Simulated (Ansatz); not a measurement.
## Response to strain in SiC

The reference is SiC (space group P6_3mc, No. 186; a = 3.058 Å, c = 10.012 Å). Axes: x lies along a and z along c of the hexagonal cell.

Strains are applied to the cell and any free atomic positions relax; under biaxial strain the out-of-plane vector relaxes too.

Calculations: LDA/PAW in Ansatz (a quantum-chemistry and plane-wave program), without spin-orbit coupling.

Notes on the quantities. in-plane stress: mean in-plane stress (compression positive).

```json
[
 {"variant": "base", "in-plane stress": "–", "hole mass": "–", "band gap": "2.18 eV"},
 {"variant": "biaxial strain +0.75 %, plane normal [001], relaxed out of plane", "in-plane stress": "-4.5 GPa", "hole mass": "0.21 mₑ out of plane, 2.4 mₑ in plane (at Γ)", "band gap": "2.20 eV"},
 {"variant": "biaxial strain +1.50 %, plane normal [001], relaxed out of plane", "in-plane stress": "-8.7 GPa", "hole mass": "0.22 mₑ out of plane, 1.8 mₑ in plane (at Γ)", "band gap": "2.13 eV"},
 {"variant": "biaxial strain +2.25 %, plane normal [001], relaxed out of plane", "in-plane stress": "-12.7 GPa", "hole mass": "0.23 mₑ out of plane, 1.6 mₑ in plane (at Γ)", "band gap": "2.03 eV"},
 {"variant": "biaxial strain +3.00 %, plane normal [001], relaxed out of plane", "in-plane stress": "-16.4 GPa", "hole mass": "0.23 mₑ out of plane, 1.5 mₑ in plane (at Γ)", "band gap": "1.92 eV"}
]
```

Effective masses come from finite differences of ±0.01 Å⁻¹. Whether these cells are dynamically stable was not tested.
